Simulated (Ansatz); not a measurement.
For ZnSe (model structure, started from the WC type, P-6m2, No. 187, 2 atoms in the cell), PBE (Ansatz, a quantum-chemistry and plane-wave program, PAW) gives:

```
Property                       Result
---------------------  --------------
lattice parameter a           3.742 Å
lattice parameter c           3.329 Å
enthalpy of formation  -0.193 eV/atom
```

Task: What does r²SCAN in Ansatz (PAW) give for the same quantities?

Result: 
- lattice constant a: 3.691 Å (decreases by 1.4 %)
- lattice parameter c: 3.321 Å (falls by 0.2 %)
- formation enthalpy: -0.263 eV/atom (moves by -0.070 eV/atom)

Changes are worked out from the printed values.

Unless a cell is named, each level is at its own relaxed cell (PBE 20.18, r²SCAN 19.59 Å³/atom).

Ansatz's density-functional and Hartree–Fock values are scalar-relativistic unless marked +SOC, with PAW data made under PBE.

A model structure was made by putting elements into a prototype or built by hand; it is no filed structure, need not be a known phase, and can be a saddle point held by its symmetry.
